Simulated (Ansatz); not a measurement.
We look at the formation energy of Zn_Cu in Cu (fcc, Fm-3m). Reaction: Zn (hcp) + 63 Cu (fcc) → cell A.

Cell A: a supercell of 64 sites of Cu (fcc, Fm-3m) with Zn on a Cu site (12 Cu at 2.58 Å); spin state with PBE: run without spin, k-point mesh 5×5×5.
```yaml
crystal:
  lattice:
    - [10.26676, 0.00000, 0.00000]
    - [5.13338, 8.89128, 0.00000]
    - [5.13338, 2.96376, 8.38278]
  atoms:
    - { symbol: Cu, position: [0.00000, 0.00000, 0.00000] }
    - { symbol: Cu, position: [0.00000, 0.00000, 0.24997] }
    - { symbol: Cu, position: [0.00000, 0.00000, 0.50000] }
    - { symbol: Cu, position: [0.00000, 0.00000, 0.75003] }
    - { symbol: Cu, position: [0.00000, 0.24997, 0.00000] }
    - { symbol: Cu, position: [0.00021, 0.24986, 0.24986] }
    - { symbol: Cu, position: [0.00021, 0.24986, 0.50006] }
    - { symbol: Cu, position: [0.00000, 0.24997, 0.75003] }
    - { symbol: Cu, position: [0.00000, 0.50000, 0.00000] }
    - { symbol: Cu, position: [0.00021, 0.50006, 0.24986] }
    - { symbol: Cu, position: [0.00000, 0.50000, 0.50000] }
    - { symbol: Cu, position: [0.99979, 0.49994, 0.75014] }
    - { symbol: Cu, position: [0.00000, 0.75003, 0.00000] }
    - { symbol: Cu, position: [0.00000, 0.75003, 0.24997] }
    - { symbol: Cu, position: [0.99979, 0.75014, 0.49994] }
    - { symbol: Cu, position: [0.99979, 0.75014, 0.75014] }
    - { symbol: Cu, position: [0.24997, 0.00000, 0.00000] }
    - { symbol: Cu, position: [0.24986, 0.00021, 0.24986] }
    - { symbol: Cu, position: [0.24986, 0.00021, 0.50006] }
    - { symbol: Cu, position: [0.24997, 0.00000, 0.75003] }
    - { symbol: Cu, position: [0.24986, 0.24986, 0.00021] }
    - { symbol: Cu, position: [0.25000, 0.25000, 0.25000] }
    - { symbol: Cu, position: [0.24986, 0.24986, 0.50006] }
    - { symbol: Cu, position: [0.24972, 0.24972, 0.75028] }
    - { symbol: Cu, position: [0.24986, 0.50006, 0.00021] }
    - { symbol: Cu, position: [0.24986, 0.50006, 0.24986] }
    - { symbol: Cu, position: [0.24860, 0.50000, 0.50000] }
    - { symbol: Cu, position: [0.24860, 0.50000, 0.75140] }
    - { symbol: Cu, position: [0.24997, 0.75003, 0.00000] }
    - { symbol: Cu, position: [0.24972, 0.75028, 0.24972] }
    - { symbol: Cu, position: [0.24860, 0.75140, 0.50000] }
    - { symbol: Cu, position: [0.24972, 0.75028, 0.75028] }
    - { symbol: Cu, position: [0.50000, 0.00000, 0.00000] }
    - { symbol: Cu, position: [0.50006, 0.00021, 0.24986] }
    - { symbol: Cu, position: [0.50000, 0.00000, 0.50000] }
    - { symbol: Cu, position: [0.49994, 0.99979, 0.75014] }
    - { symbol: Cu, position: [0.50006, 0.24986, 0.00021] }
    - { symbol: Cu, position: [0.50006, 0.24986, 0.24986] }
    - { symbol: Cu, position: [0.50000, 0.24860, 0.50000] }
    - { symbol: Cu, position: [0.50000, 0.24860, 0.75140] }
    - { symbol: Cu, position: [0.50000, 0.50000, 0.00000] }
    - { symbol: Cu, position: [0.50000, 0.50000, 0.24860] }
    - { symbol: Zn, position: [0.50000, 0.50000, 0.50000] }
    - { symbol: Cu, position: [0.50000, 0.50000, 0.75140] }
    - { symbol: Cu, position: [0.49994, 0.75014, 0.99979] }
    - { symbol: Cu, position: [0.50000, 0.75140, 0.24860] }
    - { symbol: Cu, position: [0.50000, 0.75140, 0.50000] }
    - { symbol: Cu, position: [0.49994, 0.75014, 0.75014] }
    - { symbol: Cu, position: [0.75003, 0.00000, 0.00000] }
    - { symbol: Cu, position: [0.75003, 0.00000, 0.24997] }
    - { symbol: Cu, position: [0.75014, 0.99979, 0.49994] }
    - { symbol: Cu, position: [0.75014, 0.99979, 0.75014] }
    - { symbol: Cu, position: [0.75003, 0.24997, 0.00000] }
    - { symbol: Cu, position: [0.75028, 0.24972, 0.24972] }
    - { symbol: Cu, position: [0.75140, 0.24860, 0.50000] }
    - { symbol: Cu, position: [0.75028, 0.24972, 0.75028] }
    - { symbol: Cu, position: [0.75014, 0.49994, 0.99979] }
    - { symbol: Cu, position: [0.75140, 0.50000, 0.24860] }
    - { symbol: Cu, position: [0.75140, 0.50000, 0.50000] }
    - { symbol: Cu, position: [0.75014, 0.49994, 0.75014] }
    - { symbol: Cu, position: [0.75014, 0.75014, 0.99979] }
    - { symbol: Cu, position: [0.75028, 0.75028, 0.24972] }
    - { symbol: Cu, position: [0.75014, 0.75014, 0.49994] }
    - { symbol: Cu, position: [0.75000, 0.75000, 0.75000] }
```

Reference: Zn (hcp, P6₃/mmc), 2 atoms in the cell, k-point mesh 30×30×12 on the run's own vectors. Conventional cell: a = b = 2.6474 Å, c = 5.0189 Å, α = β = 90.00°, γ = 120.00°.

Reference: Cu (fcc, Fm-3m), 64 atoms in the cell, the relaxed perfect crystal repeated, atoms not moved again; spin state with PBE: run without spin, k-point mesh 5×5×5 on the run's own vectors.

Plane-wave PAW calculations with Ansatz (a first-principles code), its default PAW set, cutoff 420 eV, 500 eV for r2SCAN. The structures are at rest with PBE, within the held lattices; other levels are single points on them. Neutral cells; Fermi-Dirac smearing of at most 0.10 eV in the solids, energies taken to zero width. The lattices are those relaxed with PBE, so at other levels the solids can be strained, which adds to the spread. Larger cells are relaxed from a start prepared with the learned potential CHGNet, on a coarser mesh till forces fall under 0.03 eV/Å, which some starts already meet. A dispersion term (D3(BJ), or D4 for r2SCAN) was computed beside these levels and is taken off wherever the name lacks it. The PAW files were made for PBE and serve at the other functionals too. Space groups of crystals are read within 0.01 Å. No zero-point or thermal terms. No structure search was made; lower ones may exist. Values are for these cell sizes. Mesh and cell size may move defect energies by 0.1 eV or more. Cell A has symmetry Fm-3m within 0.02 Å and got no random move, so less symmetric positions, which may lie lower, weren't tried.

Question: Give the value at the level r2SCAN.

Answer: -0.40 eV, for Zn (hcp) + 63 Cu (fcc) → cell A.

Question: What do the other levels give, and how wide is the spread?

Answer: 
| Level | value (eV) | less r2SCAN |
|---|---|---|
| PBE | -0.30 | 0.10 |

The levels shown span 0.10 eV, from r2SCAN (-0.40) to PBE (-0.30).
